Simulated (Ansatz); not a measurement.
Ti on the Si site (Ti_Si) in alpha quartz (start: the Si site; 243-site cell, Γ-point sampling). The numbers are results of PBE, PAW (plane waves to 420 eV; Ansatz, a first-principles code), not measurements. Total energies of the localised charge states, counted from that of charge 0, and their image corrections (point charge with alignment); the host's valence-band maximum lies at 1.990 eV on the cells' energy zero and its gap is 5.68 eV.

| charge | moment (μB) | E − E(first) (eV) | correction (eV) |
|---|---|---|---|
| 0 | not spin-polarised | 0.000 | 0.000 |
| −1 | 1.0 | 7.164 | 0.241 |

Derive the transition levels above the valence-band maximum and say which of them are thermodynamic.

A level is the Fermi energy at which two charges have equal formation energy: ε(q/q′) = [E(q′) + corr(q′) − E(q) − corr(q)] / (q − q′) − E_VBM.
ε(0/−1) = [(7.164 + 0.241) − (0.000 + 0.000)] / 1 − 1.990 = 5.41 eV
Thermodynamic levels at least 0.1 eV inside the gap: (0/−1) at 5.41 eV. They hold to tenths of an eV in this cell. Charges with a result: +1, 0, −1. Others weren't obtained, and one of them could lie lower, also by skipping a charge. At charge +1 the carrier sat in host band states, shallow at most. Flagged in the runs: a host whose relaxation on this sampling wasn't shown to rest, a strain field that reaches the edge of the cell, zone-centre sampling.
